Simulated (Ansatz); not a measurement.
Take Ge₃N₄ (space group P6_3/m, No. 176) as the base.

```yaml
crystal:
  lattice:
    - [8.05658, 0.00000, 0.00000]
    - [-4.02829, 6.97720, 0.00000]
    - [0.00000, 0.00000, 3.08457]
  atoms:
    - { symbol: Ge, position: [0.83056, 0.23716, 0.75000] }
    - { symbol: Ge, position: [0.16944, 0.76284, 0.25000] }
    - { symbol: Ge, position: [0.59340, 0.83056, 0.25000] }
    - { symbol: Ge, position: [0.40660, 0.16944, 0.75000] }
    - { symbol: Ge, position: [0.76284, 0.59340, 0.75000] }
    - { symbol: Ge, position: [0.23716, 0.40660, 0.25000] }
    - { symbol: N, position: [0.66667, 0.33333, 0.75000] }
    - { symbol: N, position: [0.33333, 0.66667, 0.25000] }
    - { symbol: N, position: [0.66963, 0.97421, 0.75000] }
    - { symbol: N, position: [0.33037, 0.02579, 0.25000] }
    - { symbol: N, position: [0.69542, 0.66963, 0.25000] }
    - { symbol: N, position: [0.30458, 0.33037, 0.75000] }
    - { symbol: N, position: [0.02579, 0.69542, 0.75000] }
    - { symbol: N, position: [0.97421, 0.30458, 0.25000] }
```

Level of theory: Ansatz (a program for electronic structure), PBEsol, PAW, cutoff 420 eV, no spin-orbit coupling.

For the base:

```
Item                               Result
-----------------------------  ----------
Density                        5.25 g/cm³
Band gap                          2.09 eV
Shortest interatomic distance     1.835 Å
```

Now apply this change: a hydrostatic pressure of 0.7 GPa.

Question: Estimate the effect on the density.

Answer: The density goes up by 0.02 g/cm³ to 5.27 g/cm³.

Question: How does this affect the band gap?

Answer: The band gap goes up by 0.04 eV to 2.13 eV.

Question: What happens to the shortest interatomic distance?

Answer: The shortest interatomic distance decreases by 0.002 Å, from 1.835 Å to 1.833 Å.

Load acts through the strain it causes; cell and atoms are relaxed under it. Gaps are Kohn–Sham eigenvalue differences; semilocal functionals usually give less than the measured gap. No phonon test of stability was made.
